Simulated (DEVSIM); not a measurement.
System: Pd/HfO2/p-Si capacitor, at 300 K.

```csv
layer (left to right),material,thickness (nm),Na (cm⁻³)
1,HfO2,9.20,-
2,Si,6900,3.4e14
```

Metal gate on the left, work function 5.2 eV. Fixed charge at the semiconductor interface 1.5e12 cm⁻² (in units of +e); no interface traps.

This is a model device: material constants are rounded textbook-type values typed into the input, and sizes, dopings and lifetimes were drawn at random. Values at 300 K.

```csv
parameter,HfO2,Si
gap (eV),5.7,1.124
affinity (eV),2.5,4.05
permittivity,22,11.7
Nc (cm⁻³),-,2.86e19
Nv (cm⁻³),-,3.1e19
```

DEVSIM, 1D Poisson equation in equilibrium, Boltzmann statistics, complete ionisation; no quantum confinement or tunnelling. Metal contacts follow the ideal Schottky-Mott rule: no Fermi-level pinning, no interface dipoles.

### Question
Give the band bending (positive: bands bend down) and minority sheet density.

### Answer

| Vg (V) | ψs (V) | minority carriers (cm⁻²) |
|---|---|---|
| -0.3 | -0.289 | < 1e8 |
| 0 | -0.181 | < 1e8 |
| 0.3 | 0.091 | < 1e8 |
| 0.6 | 0.389 | < 1e8 |
| 0.9 | 0.679 | 1.3e11 |
| 1.2 | 0.814 | 2.3e12 |
